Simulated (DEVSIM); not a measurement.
Device: Co/Al2O3/SiO2/p-Si capacitor, at 400 K.

```
layer (left to right)  material  thickness (nm)  Na (cm⁻³)
---------------------  --------  --------------  ---------
1                         Al2O3            1.70          -
2                          SiO2            1.10          -
3                            Si            2600     4.8e16
```

Metal gate on the left, work function 5 eV. Fixed charge at the semiconductor interface 0 cm⁻² (in units of +e); no interface traps.

Constants are typed, rounded textbook-type inputs, not results; the design itself was drawn at random and stands for no fabricated device. Values at 300 K; Nc and Nv go as T^1.5, mobilities as T to minus their exponent, the gap by Varshni's rule with the affinity fixed.

```csv
parameter,Al2O3,SiO2,Si
gap (eV),6.8,9,1.124
affinity (eV),1.35,0.9,4.05
permittivity,9,3.9,11.7
Nc (cm⁻³),-,-,2.86e19
Nv (cm⁻³),-,-,3.1e19
Varshni α (eV/K),-,-,0.000473
Varshni β (K),-,-,636
```

Model (solved in DEVSIM): 1D Poisson equation in equilibrium, Boltzmann statistics, complete ionisation; no quantum confinement or tunnelling. Metal contacts follow the ideal Schottky-Mott rule: no Fermi-level pinning, no interface dipoles.

### Question
Tabulate band edges, carrier densities and field at 0.5 V on the gate.

### Answer
Energies count from the Fermi level of the right contact; mesh points crowd at the junctions.

| x (μm) | Ec (eV) | Ev (eV) | n (cm⁻³) | p (cm⁻³) | field (V/cm) |
|---|---|---|---|---|---|
| 0.000 | 3.150 | -3.650 | < 1e2 | < 1e2 | 92000 |
| 0.0007604 | 3.157 | -3.643 | < 1e2 | < 1e2 | 92000 |
| 0.001427 | 3.163 | -3.637 | < 1e2 | < 1e2 | 92000 |
| 0.002133 | 3.625 | -5.375 | < 1e2 | < 1e2 | 210000 |
| 0.002968 | 0.490 | -0.607 | 3.0e13 | 1.1e12 | 70000 |
| 0.004440 | 0.500 | -0.596 | 2.2e13 | 1.5e12 | 69000 |
| 0.007540 | 0.521 | -0.575 | 1.2e13 | 2.7e12 | 67000 |
| 0.01740 | 0.584 | -0.513 | 1.9e12 | 1.7e13 | 60000 |
| 0.03484 | 0.677 | -0.420 | 1.3e11 | 2.5e14 | 47000 |
| 0.07399 | 0.805 | -0.291 | 3.2e9 | 1.0e16 | 20000 |
| 0.1541 | 0.857 | -0.240 | 7.0e8 | 4.6e16 | 770 |
| 0.4087 | 0.859 | -0.238 | 6.7e8 | 4.8e16 | ≈ 0 |
| 0.8592 | 0.859 | -0.238 | 6.7e8 | 4.8e16 | ≈ 0 |
| 1.645 | 0.859 | -0.238 | 6.7e8 | 4.8e16 | ≈ 0 |
| 2.257 | 0.859 | -0.238 | 6.7e8 | 4.8e16 | ≈ 0 |
| 2.439 | 0.859 | -0.238 | 6.7e8 | 4.8e16 | ≈ 0 |
| 2.526 | 0.859 | -0.238 | 6.7e8 | 4.8e16 | ≈ 0 |
| 2.567 | 0.859 | -0.238 | 6.7e8 | 4.8e16 | ≈ 0 |
| 2.590 | 0.859 | -0.238 | 6.7e8 | 4.8e16 | ≈ 0 |
| 2.597 | 0.859 | -0.238 | 6.7e8 | 4.8e16 | ≈ 0 |
| 2.601 | 0.859 | -0.238 | 6.7e8 | 4.8e16 | ≈ 0 |
| 2.603 | 0.859 | -0.238 | 6.7e8 | 4.8e16 | ≈ 0 |
